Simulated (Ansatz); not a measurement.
```xyz
5
Lattice="3.9554 0.0000 0.0000 0.0000 3.9554 0.0000 0.0000 0.0000 4.0442" Properties=species:S:1:pos:R:3 pbc="T T T"
Ba     1.9777     1.9777     2.3560
Ti     0.0000     0.0000     0.3954
O      0.0000     1.9777     0.2566
O      1.9777     0.0000     0.2566
O      0.0000     0.0000     2.2355
```

Another polymorph of this substance is known too; which is more stable was not tested here. Dynamical quadrupoles are not included in the interpolation of the phonons between the solved wave vectors.

**Question.** Is this relaxed cell dynamically stable according to harmonic phonons (finite displacements on a 3×3×3 mesh, PBEsol density-functional theory in Ansatz (plane waves, PAW), k mesh 6×6×6)? If not, where is the strongest instability?

**Answer.** No. The softest mode is 115i cm⁻¹ at q = (0.000, 0.000, 0.000) in fractions of the reciprocal vectors of this cell, and 15 of the 27 wave vectors of the mesh carry a mode beyond 15i cm⁻¹.

The PAW data sets were generated under PBE and serve the other functionals too.

Ansatz is a first-principles code.
